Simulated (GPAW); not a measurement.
A user runs GPAW on V3Si (Pm-3n, 8 atoms in the cell) and asks whether the run is sound. The aim is a self-consistent single point with DFT PBE, plane waves, GPAW PAW datasets PBE (gpaw-data 1.0.1).

Cell that was meant: a = 4.6368 Å, b = 4.6368 Å, c = 4.6368 Å, α = 90.00°, β = 90.00°, γ = 90.00°.

Part of the input:

```python
            nbands=-16,
            convergence={'density': 1e-05, 'energy': 1e-05},
            symmetry={'symmorphic': False, 'tolerance': 0.0005},
            charge=1,
            maxiter=100,
            txt='-')
```

Log, with long lists cut:

```
Input parameters:
  charge: 1
  convergence: {density: 1e-05,
                energy: 1e-05}
  kpts: [5 5 5]
  maxiter: 100
   [... lines left out ...]
   7 Si     2.318411    2.318411    2.318411    ( 0.0000,  0.0000,  0.0000)

Unit cell:
           periodic     x           y           z      points  spacing
  1. axis:    yes    4.636823    0.000000    0.000000    32     0.1449
  2. axis:    yes    0.000000    4.636823    0.000000    32     0.1449
  3. axis:    yes    0.000000    0.000000    4.636823    32     0.1449

  Lengths:   4.636823   4.636823   4.636823
  Angles:   90.000000  90.000000  90.000000

Effective grid spacing dv^(1/3) = 0.1449
     iter     time        total  log10-change:  magmom
                         energy   eigst   dens
iter:   1 --:--:--   -73.608108                   +12.0405
iter:   2 --:--:--   -75.563789   -0.17  -1.48    +7.1803
iter:   3 --:--:--   -75.894411   -0.89  -1.47    +2.3703
iter:   4 --:--:--   -75.984096   -1.04  -1.54    +1.8396
iter:   5 --:--:--   -76.095130   -2.12  -1.97    +1.8745
   [... 8 lines left out ...]
iter:  14 --:--:--   -75.791958   -4.43  -3.67    +1.7113
iter:  15 --:--:--   -75.792816   -4.45  -3.68    +1.5333
iter:  16 --:--:--   -75.794080   -3.71  -3.63    +1.0587
   [... lines left out ...]
iter:  34 --:--:--   -75.794295c  -6.76  -4.45    +0.5441
iter:  35 --:--:--   -75.794316c  -5.66  -4.49    +0.5441
iter:  36 --:--:--   -75.794295c  -5.70  -4.03    +0.5441
iter:  37 --:--:--   -75.794294c  -7.57c -4.55    +0.5441
iter:  38 --:--:--   -75.794294c  -7.85c -4.74    +0.5441
iter:  39 --:--:--   -75.794295c  -7.24  -4.80    +0.5441
iter:  40 --:--:--   -75.794294c  -7.03  -4.67    +0.5441
iter:  41 --:--:--   -75.794296c  -6.85  -4.92    +0.5441
iter:  42 --:--:--   -75.794294c  -6.74  -4.53    +0.5441
iter:  43 --:--:--   -75.794294c  -8.53c -5.31c   +0.5441
Converged after 43 iterations.

Dipole moment: (-0.000000, 0.000000, -0.000000) |e|*Ang

Total magnetic moment: (0.000000, 0.000000, 0.544112)
Local magnetic moments:
   0 V  ( 0.000000,  0.000000,  0.069419)
   1 V  ( 0.000000,  0.000000,  0.069419)
   2 V  ( 0.000000,  0.000000,  0.069419)
   3 V  ( 0.000000,  0.000000,  0.069419)
   4 V  ( 0.000000,  0.000000,  0.069419)
   5 V  ( 0.000000,  0.000000,  0.069419)
   6 Si ( 0.000000,  0.000000,  0.001074)
   7 Si ( 0.000000,  0.000000,  0.001074)

Energy contributions relative to reference atoms: (reference = -170695.661873)

Kinetic:        -22.152690
Potential:       +1.835688
External:        +0.000000
XC:             -56.324327
Entropy (-ST):   -0.013629
Local:           +0.860664
SIC:             +0.000000
   [... lines left out ...]
Free energy:    -75.794294
Fermi level: 10.38812
No gap
   [... lines left out ...]
  3 V    -0.00000    0.00000    0.00000
  4 V    -0.00000    0.00000    0.00000
  5 V     0.00000   -0.00000    0.00000
  6 Si    0.00000    0.00000   -0.00000
  7 Si    0.00000   -0.00000   -0.00000

Stress tensor:
     0.061618     0.000000     0.000000
     0.000000     0.061618     0.000000
     0.000000     0.000000     0.061618
Stress (GPa, Voigt): [9.8722 9.8722 9.8722 0.     0.     0.    ]
```

Question: Can these results be used? Check the input.

Answer: The run is not sound. The fault is an unintended net charge. A charged periodic cell changes the electron count and is neutralised by a uniform background, so energy, forces and pressure belong to another system. To fix it, remove the charge. The run converged in 43 iterations without an error; against the sound input the pressure goes from 10.48 to -9.87 GPa and the size of the net moment goes from 0.00 to 0.07 μB/atom.

The sound input it was made from differs as follows (other fixes are possible):
```diff
-            charge=1,
```

With that input, the run converged in 32 iterations: free energy E − TS (from the program's reference atoms) -65.3654 eV; Fermi level (on the code's own zero) 10.47 eV; pressure 10.48 GPa; size of the cell's spin moment 0.00 μB (DFT PBE, plane waves, GPAW PAW datasets PBE (gpaw-data 1.0.1)).

On the sound input: the starting cell comes from a database of computed structures (which also holds hypothetical and non-ambient phases and stackings), without a prior relaxation at this level. Its lattice was rescaled by a random factor within 2.5 % of one. The starting moments vanished: the run ended non-magnetic, which need not be the lowest state. With a pressure of about 10 GPa the cell is away from its equilibrium volume at this level.
